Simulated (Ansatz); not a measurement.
The starting structures come from a database of crystals and need not be the phases stable at ambient conditions.

 Where the default PAW files enter, the runs use the earlier of Ansatz's two default sets.

Here is the system:

```
CELL_PARAMETERS angstrom
      4.75323     0.00000     0.00000
      0.00000     4.75323     0.00000
      2.37662    -2.37662     8.26896
ATOMIC_POSITIONS crystal
  Ca 0.66272 0.33728 0.67456
  Ca 0.33728 0.66272 0.32544
  Ca 0.50000 0.00000 0.00000
  Ca 0.00000 0.50000 0.00000
  Bi 0.85924 0.14076 0.28152
  Bi 0.14076 0.85924 0.71848
  O  0.50000 0.50000 0.00000
```

Space group of this cell: I4/mmm. The cell is taken as given.

Transport runs along the normal of the first two printed cell vectors, the (001) plane of the conventional cell.

The gap is the functional's own, uncorrected, and κ follows it; spin-orbit coupling is left out. Mid-gap values are interpolated between the computed energies.

### Question
State the band gap and the smallest decay constant κ at mid-gap according to r2SCAN (Ansatz, an electronic-structure program).

### Answer
Gap 1.19 eV on a 8×8×8 mesh; κ = 0.113 1/Å, at the zone centre.
